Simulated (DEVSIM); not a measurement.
Structure: Schottky contact on n-type GaN, at 300 K.

```
layer (left to right)  material  thickness (μm)  Nd (cm⁻³)  τn (s)  τp (s)
---------------------  --------  --------------  ---------  ------  ------
1                           GaN            10.0     1.7e17  3.3e-8  3.3e-8
```

Left contact: Schottky, work function 5.38 eV, emission velocity 6.6e6 cm/s. Right contact: ohmic. Voltage is applied to the left contact. Recombination: SRH at mid-gap, radiative. Mobility is μmin + (μ − μmin)/(1 + (N/Nref)^α).

Constants are typed, rounded textbook-type inputs, not results; the design itself was drawn at random and stands for no fabricated device. Values at 300 K.

```
parameter         GaN
-------------  ------
gap (eV)         3.43
affinity (eV)     4.1
permittivity      9.5
Nc (cm⁻³)      2.3e18
Nv (cm⁻³)      4.6e19
μn (cm²/Vs)      1200
μp (cm²/Vs)       100
μn,min             55
μp,min              3
Nref,n           2e17
Nref,p           3e17
αn                  1
αp                  2
B (cm³/s)       1e-11
```

Simulated with DEVSIM: 1D drift-diffusion, Boltzmann statistics, complete ionisation; no tunnelling, impact ionisation, image-force lowering or self-heating. Metal contacts follow the ideal Schottky-Mott rule: no Fermi-level pinning, no interface dipoles.

The metal work function was swept, all else fixed.

```json
[
 {"metal work function (eV)": "5.23", "dark forward voltage at 100 A/cm² (V)": "0.879", "potential step across the device at zero bias (V)": "1.063", "dark forward voltage at 1 A/cm² (V)": "0.752", "largest field in the device at zero bias (V/cm)": "260000"},
 {"metal work function (eV)": "5.28", "dark forward voltage at 100 A/cm² (V)": "0.929", "potential step across the device at zero bias (V)": "1.113", "dark forward voltage at 1 A/cm² (V)": "0.802", "largest field in the device at zero bias (V/cm)": "260000"},
 {"metal work function (eV)": "5.33", "dark forward voltage at 100 A/cm² (V)": "0.979", "potential step across the device at zero bias (V)": "1.163", "dark forward voltage at 1 A/cm² (V)": "0.852", "largest field in the device at zero bias (V/cm)": "270000"},
 {"metal work function (eV)": "5.38", "dark forward voltage at 100 A/cm² (V)": "1.029", "potential step across the device at zero bias (V)": "1.213", "dark forward voltage at 1 A/cm² (V)": "0.902", "largest field in the device at zero bias (V/cm)": "280000"},
 {"metal work function (eV)": "5.43", "dark forward voltage at 100 A/cm² (V)": "1.079", "potential step across the device at zero bias (V)": "1.263", "dark forward voltage at 1 A/cm² (V)": "0.952", "largest field in the device at zero bias (V/cm)": "280000"},
 {"metal work function (eV)": "5.48", "dark forward voltage at 100 A/cm² (V)": "1.129", "potential step across the device at zero bias (V)": "1.313", "dark forward voltage at 1 A/cm² (V)": "1.002", "largest field in the device at zero bias (V/cm)": "290000"},
 {"metal work function (eV)": "5.53", "dark forward voltage at 100 A/cm² (V)": "1.179", "potential step across the device at zero bias (V)": "1.363", "dark forward voltage at 1 A/cm² (V)": "1.052", "largest field in the device at zero bias (V/cm)": "290000"},
 {"metal work function (eV)": "5.58", "dark forward voltage at 100 A/cm² (V)": "1.229", "potential step across the device at zero bias (V)": "1.413", "dark forward voltage at 1 A/cm² (V)": "1.102", "largest field in the device at zero bias (V/cm)": "300000"}
]
```

From the first row to the last the dark forward voltage at 100 A/cm² goes from 0.879 to 1.229. From the first row to the last the potential step across the device at zero bias goes from 1.063 to 1.413.
